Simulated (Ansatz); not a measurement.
**PBE against r2SCAN: Ge, Ge → Sn**

The parent structure is Ge in the diamond structure (space group Fd-3m, No. 227; a = 5.762 Å).

(Cell as relaxed with PBE.)

Levels (all Ansatz, a first-principles code, PAW): PBE (420 eV, no spin-orbit coupling); r2SCAN (500 eV, no spin-orbit coupling).

Each level relaxes its own structure.

```csv
base,PBE,r2SCAN
volume per atom,23.91 Å³,22.84 Å³
lattice parameter a,5.762 Å,5.674 Å
band gap,zero,0.36 eV
```

Modification: full substitution Ge → Sn; the structure is relaxed again.

```csv
quantity,PBE,r2SCAN
lattice parameter a,6.656 Å,6.567 Å
band gap,zero,zero
```

PBE's lattice parameter a lies 0.089 Å above r2SCAN's (1.4 %); the two agree on the band gap. Neither level is exact; r2SCAN is the comparison here, not a measurement.

Stability against distortions was not tested. A zero or small gap of Ge can be the functional's error rather than a property of the material.
